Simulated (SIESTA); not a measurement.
Band structure of Lu3TlC (Pm-3m, 5 atoms in the cell).

```xyz
5
Lattice="4.7461 0.0000 0.0000 0.0000 4.7461 0.0000 0.0000 0.0000 4.7461" Properties=species:S:1:pos:R:3 pbc="T T T"
Lu     2.3730     0.0000     2.3730
Lu     0.0000     2.3730     2.3730
Lu     2.3730     2.3730     0.0000
Tl     0.0000     0.0000     0.0000
C      2.3730     2.3730     2.3730
```

Computed with GGA PBEsol, numerical atomic orbitals DZP, PseudoDojo PBEsol standard norm-conserving potentials (rewritten from UPF to PSML) in SIESTA.

Settings: XC.functional = GGA; XC.authors = PBEsol; potentials = PseudoDojo PBEsol standard; PAO.BasisSize = DZP; PAO.EnergyShift = 0.01 Ry; MeshCutoff = 400 Ry; kgrid.MonkhorstPack = 5 5 5; OccupationFunction = MP; OccupationMPOrder = 0; ElectronicTemperature = 136 meV; MaxSCFIterations = 150; SCF.Mixer.Method = Pulay; SCF.Mixer.Weight = 0.25; SCF.Mixer.History = 8.

The starting cell comes from a database of computed structures (which also holds hypothetical and non-ambient phases and stackings), without a prior relaxation at this level. Spin-orbit coupling is off. Values carry the incompleteness of an atom-centred basis.

Levels in eV from the Fermi level, bands 43 to 48:
```tsv
point	43	44	45	46	47	48
Γ	-0.57	-0.42	-0.42	0.16	0.16	0.16
X	-1.01	-1.01	-0.43	-0.43	0.51	1.20
M	-1.70	-1.26	-1.26	-0.57	1.84	2.04
R	-3.53	-0.64	-0.64	-0.64	1.72	1.72
```

Bands cross the Fermi level along this path, so the cell is metallic at this level.

Higher empty bands are left out: an atom-centred basis made for the valence describes them poorly.
